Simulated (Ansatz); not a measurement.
Start from BiAu2 in the cubic Laves (MgCu2 type) structure (space group Fd-3m, No. 227; a = 7.9447 Å).

Levels (all Ansatz, a quantum-chemistry and plane-wave program, PAW): PBEsol (420 eV, scalar-relativistic without spin-orbit coupling); PBEsol+SOC (420 eV, with spin-orbit coupling).

The geometry is relaxed with PBEsol.

- PBEsol pressure: 0.0 GPa

Task: Predict the pressure from PBEsol+SOC.

Result: The pressure goes from zero to -0.2 GPa.

Single points use the geometry relaxed with PBEsol. The spin-orbit shifts are approximate. No phonon test of stability was made.
